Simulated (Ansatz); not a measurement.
# WC: biaxial strain −0.86 %, plane normal [001], relaxed out of plane

Take WC (space group P-6m2, No. 187; a = 2.913 Å, c = 2.836 Å; relaxed with 0.1 eV smearing) as the base. Axes: x lies along a and z along c of the hexagonal cell.

Modification: compressive biaxial strain of 0.86 % in the plane normal to [001], as in epitaxy on a mismatched substrate; the out-of-plane cell vector and the atoms relax.

Level of theory: r2SCAN, PAW, 500 eV (Ansatz, an electronic-structure program; no spin-orbit coupling), earlier PAW set. k-mesh 23×23×20 (Γ-centred); smearing 0.1 eV (Fermi–Dirac).

The volume per atom shrinks by 0.15 Å³, from 10.42 Å³ to 10.27 Å³ and the pressure (mean of the normal stresses, compression positive) goes from zero to 5.5 GPa. The band gap is still zero and the out-of-plane strain amounts to +0.31 %. The mean in-plane stress (compression positive) is +8.2 GPa.

Final structure (turned so that z lies along the plane normal):

```yaml
crystal:
  lattice:
    - [2.88803, 0.00000, 0.00000]
    - [1.44401, 2.50111, 0.00000]
    - [0.00000, 0.00000, 2.84456]
  atoms:
    - { symbol: W, position: [0.00000, 0.00000, 0.00000] }
    - { symbol: C, position: [0.66667, 0.66667, 0.50000] }
```

Stability against distortions was not tested. The final runs are not spin-polarised.
